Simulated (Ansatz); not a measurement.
B2O3 (Cmc2₁, No. 36, 10 atoms in the cell; start mp-717; high-pressure phase) was calculated with PBEsol in Ansatz (PAW).

Settings: plane-wave cutoff 500 eV, 10×10×10 k mesh, gaussian smearing 0.02 eV, scalar-relativistic PAW data made under PBE.

Cell (relaxed at this level):

```
B2O3
1.0
    3.91323    -2.31252     0.00000
    3.91323     2.31252     0.00000
    0.00000     0.00000     4.13502
B O
4 6
Direct
  0.32394   0.00633   0.43232
  0.67606   0.99367   0.93232
  0.99367   0.67606   0.43232
  0.00633   0.32394   0.93232
  0.24480   0.75520   0.49998
  0.75520   0.24480   0.99998
  0.66029   0.92089   0.58139
  0.33971   0.07911   0.08139
  0.07911   0.33971   0.58139
  0.92089   0.66029   0.08139
```

Estimate the band gap that the calculation returns.


* **band gap**: 8.41 eV (on the SCF k mesh)

Note: the relaxation could not lower the start's symmetry, so the cell can be a saddle point above a distorted one.

A start named mp-… is a Materials Project structure, which need not be a measured phase.

Ansatz is an electronic-structure program.
